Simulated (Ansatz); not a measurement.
**How far a parabola holds: energy against volume of CsCl-type FeAl**

We consider CsCl-type FeAl, described by PBEsol in Ansatz (PAW). Numerical settings: plane-wave cutoff 520 eV, 18×18×18 k mesh, Fermi–Dirac smearing 0.05 eV, no spin polarisation, scalar-relativistic PAW data made under PBE. The cell has no free parameter but its volume, all volumes share cutoff and mesh, and the runs aren't spin-polarised. Energies are free energies at the run's smearing, counted from the lowest row; static lattice.

| V (Å³/atom) | E (meV/atom) |
|---|---|
| 11.000 | 11.82 |
| 11.229 | 2.83 |
| 11.458 | 0.00 |
| 11.687 | 2.71 |
| 11.916 | 10.42 |
| 12.145 | ? |

### Question
Using a parabola, estimate the missing E at V = 12.145 from the other rows, showing the fit.

### Answer
With u = V - 11.46, the rows have u = -0.46000, -0.23100, -0.00200, 0.22700, 0.45600. Least squares gives E = -0.009 - 1.063·u + 53.039·u². Residuals (row less fit): 0.117, -0.237, 0.007, 0.227, -0.115; standard error 0.259 (degrees of freedom: 2). The fitted curve has its minimum at V = 11.5, where E = -0.01. Its curvature is d²E/dV² = 2 × 53.039 meV/Å⁶, so B = V0·d²E/dV² × 0.1602 = 195 GPa. At the withheld row, u = 0.68500, so E = -0.009 - 1.063 × 0.68500 + 53.039 × 0.68500² = 24.150 meV/atom. The calculation gives 22.62 meV/atom, 1.530 meV/atom below the prediction (6.8 % of the range of E in the table). The row lies outside the fitted rows, so this is an extrapolation. From the scatter of the fitted rows alone, a prediction at this place has a standard error of 0.614 meV/atom, so the miss is 2.5 times that.

The residuals are curvature that a parabola lacks, not noise. A solid that stiffens under compression and softens on expansion lies above the parabola at the compressed end and under it at the expanded end, as this row does. A third-order Birch-Murnaghan fit to the whole scan has B0 = 194 GPa. Only scans are tabulated whose curvature falls smoothly with volume, and where the parabola meets the shown rows within 5 % of their range and misses the end by 0.1 meV or more.

Measured, for comparison: bulk modulus 152 GPa (room temperature, no zero-point or thermal correction; as tabulated in Yamada et al. (2019), arXiv:1910.09660). Computed less measured: bulk modulus +28 %.

Ansatz is a program for electronic structure.
